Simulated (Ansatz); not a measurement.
## A computed series for MoSi2: response to strain

Take MoSi$_{2}$ (space group I4/mmm, No. 139; relaxed with 0.1 eV smearing) as the base.

```
CELL_PARAMETERS angstrom
     -1.59504     1.59504     3.91100
      1.59504    -1.59504     3.91100
      1.59504     1.59504    -3.91100
ATOMIC_POSITIONS crystal
  Si 0.66495 0.66495 0.00000
  Si 0.33505 0.33505 0.00000
  Mo 0.00000 0.00000 0.00000
```

Strains are applied to the cell and any free atomic positions relax.

Calculations: PBEsol, PAW, 420 eV (Ansatz, a first-principles code; scalar-relativistic without spin-orbit coupling).

Notes on the quantities. energy relative to the base: free energy F; pressure: mean of the normal stresses, compression positive.

| variant | energy relative to the base | pressure | shortest interatomic distance |
|---|---|---|---|
| base | 0 meV/atom | 0.0 GPa | 2.580 Å |
| isotropic strain −3.00 % | +82 meV/atom | 24.5 GPa | 2.521 Å |
| isotropic strain −2.50 % | +56 meV/atom | 19.7 GPa | 2.532 Å |
| isotropic strain −2.00 % | +35 meV/atom | 15.2 GPa | 2.542 Å |
| isotropic strain −1.50 % | +19 meV/atom | 11.0 GPa | 2.552 Å |
| isotropic strain −0.50 % | +2.1 meV/atom | 3.4 GPa | 2.571 Å |
| isotropic strain +1.00 % | +7.9 meV/atom | -6.1 GPa | 2.599 Å |
| isotropic strain +2.00 % | +31 meV/atom | -11.4 GPa | 2.616 Å |
| isotropic strain +2.50 % | +47 meV/atom | -13.8 GPa | 2.624 Å |
| isotropic strain +3.00 % | +66 meV/atom | -15.9 GPa | 2.632 Å |

No phonon test of stability was made. All final runs are without spin polarisation.
